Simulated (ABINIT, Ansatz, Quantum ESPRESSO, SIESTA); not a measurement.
# One structure in several programs: Tc₃N (P-6m2, 4 atoms in the cell)

Self-consistent single point.

```
CELL_PARAMETERS angstrom
      2.79779     0.00000     0.00000
     -1.39889     2.42296     0.00000
      0.00000     0.00000     7.03934
ATOMIC_POSITIONS crystal
  Tc 0.00000 0.00000 0.50000
  Tc 0.66667 0.33333 0.80333
  Tc 0.66667 0.33333 0.19667
  N  0.00000 0.00000 0.00000
```

Shared settings, as Ansatz (a program for electronic structure) writes them: kpoints.mp_grid.grid = 14 14 5; scf.occupations.method = gaussian; scf.occupations.width = 0.0037 Ry. Potentials and cutoffs stand in the table.

```json
[
 {"code": "Ansatz", "model": "LDA (PW92), default PAW files made with PBE", "pressure (GPa)": "-11.82", "largest force (eV/Å)": "0.303", "cutoff": "default"},
 {"code": "ABINIT", "model": "LDA (PW92), norm-conserving pseudopotentials (PseudoDojo nc-sr-04 LDA standard)", "pressure (GPa)": "-11.33", "largest force (eV/Å)": "0.279", "cutoff": "88 Ry"},
 {"code": "Quantum ESPRESSO", "model": "LDA (PZ), GBRV 1.5 ultrasoft (LDA) pseudopotentials", "pressure (GPa)": "-11.93", "largest force (eV/Å)": "0.291", "cutoff": "40 Ry"},
 {"code": "SIESTA", "model": "LDA PW92, numerical atomic orbitals DZP, PseudoDojo LDA standard norm-conserving potentials (rewritten from UPF to PSML)", "pressure (GPa)": "-9.92", "largest force (eV/Å)": "0.065", "cutoff": "grid 300 Ry"}
]
```

On Ansatz's run: spin polarisation is off.

The spread over the programs that give each value: pressure within 2.01 GPa; largest force within 0.238 eV/Å.

SIESTA uses small atom-centred bases, whose incompleteness enters pressures, forces and empty levels differently from a plane-wave cutoff. Ansatz's pressure is given at a fixed set of plane waves, as the other plane-wave codes print theirs; with its correction for the finite basis it is -11.75 GPa. The same LDA comes in different parametrisations, which differ slightly. In the pressure, SIESTA (by 1.90) lies more than 1 GPa from the median of the plane-wave programs. In the force vectors, SIESTA (by 0.356) lies more than 0.08 eV/Å from the median of the plane-wave programs.

The starting cell comes from a database of computed structures (which also holds hypothetical and non-ambient phases and stackings), without a prior relaxation at this level.

Keys are those of Ansatz 0.2.
